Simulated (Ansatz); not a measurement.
A computed series for Ba: alloy series

Start from Ba in the bcc (W type) structure (space group Im-3m, No. 229; a = 5.069 Å).

The other end (x = 1) is Be in the bcc (W type) structure (space group Im-3m, No. 229; a model cell, its experimental status unchecked): 7.81 Å³/atom, gap zero; this end may not be an ambient phase.

Be replaces a fraction x of Ba; each row is one arrangement (x, atoms in the cell, starting space group or random), fully relaxed.

Level of theory: Ansatz (an electronic-structure program), r2SCAN, PAW, cutoff 500 eV, scalar-relativistic without spin-orbit coupling.

Candidates:
(a) x(Be) = 0.5, 4 atoms, Fd-3m
(b) x(Be) = 0.5, 4 atoms, Imma
(c) x(Be) = 0.667, 3 atoms, P-3m1
(d) x(Be) = 0.25, 4 atoms, Immm

Notes on the quantities. mixing energy: to 0.01 eV only: unlike meshes or grids; against an end that may be hypothetical.

Order them by mixing energy, lowest first.

(d) x(Be) = 0.25, 4 atoms, Immm (+0.30 eV/atom), (b) x(Be) = 0.5, 4 atoms, Imma (+0.34 eV/atom), (c) x(Be) = 0.667, 3 atoms, P-3m1 (+0.51 eV/atom), (a) x(Be) = 0.5, 4 atoms, Fd-3m (+0.59 eV/atom)

Each cell is one ordered arrangement of few atoms, which overstates ordering effects compared with a random alloy. Stability against distortions was not tested. Under x(Be) = 0.5, 4 atoms, Imma, x(Be) = 0.667, 3 atoms, P-3m1 and x(Be) = 0.25, 4 atoms, Immm the cell changed shape so far that it is another structure. This is not the structure that Be has at room temperature and ambient pressure.
